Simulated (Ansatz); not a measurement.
Results of PBEsol in Ansatz (plane waves, PAW) for hexagonal WC.

Settings: plane-wave cutoff 500 eV, 18×18×14 k mesh (along the axes of the cell as run), Fermi–Dirac smearing 0.05 eV, no spin polarisation, scalar-relativistic PAW data made under PBE.

Computed at the level's own relaxed cell.

Task: Estimate the equilibrium volume per atom, lattice parameter a and lattice parameter c that the calculation returns.

Result: 
equilibrium volume per atom: 10.29 Å³/atom
lattice parameter a: 2.898 Å
lattice parameter c: 2.828 Å

Measured, for comparison: lattice constant a 2.906 Å, lattice parameter c 2.837 Å (300 K, not corrected to a static lattice; as tabulated in Wikipedia's data pages). Computed (rounded) less measured: lattice constant a -0.3 %, lattice parameter c -0.3 %. A static lattice is as a rule a little smaller and stiffer than an uncorrected measurement, which narrows the difference in the lattice parameter c and would widen misses of the other sign.

Spin–orbit coupling is not included.

The computed numbers hold no vibrational or temperature effects.

The result took very roughly 80 core-seconds.

Ansatz is a quantum-chemistry and plane-wave program.
